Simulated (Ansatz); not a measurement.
The reference is CdTe in the zinc blende structure (space group F-43m, No. 216).

```yaml
crystal:
  lattice:
    - [0.00000, 3.27889, 3.27889]
    - [3.27889, 0.00000, 3.27889]
    - [3.27889, 3.27889, 0.00000]
  atoms:
    - { symbol: Cd, position: [0.00000, 0.00000, 0.00000] }
    - { symbol: Te, position: [0.25000, 0.25000, 0.25000] }
```

Cartesian axes are those of the cell as printed.

All numbers come from r2SCAN, PAW, 500 eV (Ansatz, a first-principles code; without spin-orbit coupling).

Base values:

Valence-band top at Γ: 0.00, 0.00, 0.00 eV
Electron mass: 0.090 mₑ (at Γ)

Modification: compressive biaxial strain of 1.67 % in the plane normal to [111], as in epitaxy on a mismatched substrate; the out-of-plane cell vector and the atoms relax.

### Question
Estimate the effect on the in-plane stress.

### Answer
The mean in-plane stress (compression positive) is +1.2 GPa.

### Question
What does the calculation give for the valence-band top at Γ after the change?

### Answer
The valence-band top at Γ (three highest levels, from the VBM) becomes 0.00, 0.00, -0.18 eV (base: 0.00, 0.00, 0.00 eV).

### Question
How does this affect the electron mass?

### Answer
The electron mass changes from 0.090 mₑ (at Γ) to 0.088 mₑ out of plane, 0.095 mₑ in plane (at Γ).

### Question
What happens to the out-of-plane strain?

### Answer
The out-of-plane strain is +1.37 %.

With Te present, leaving out spin-orbit coupling can change the band edges. The levels and masses belong to the bands next to the band gap. Masses are band curvatures over ±0.01 Å⁻¹ around the edge. Whether these cells are dynamically stable was not tested.
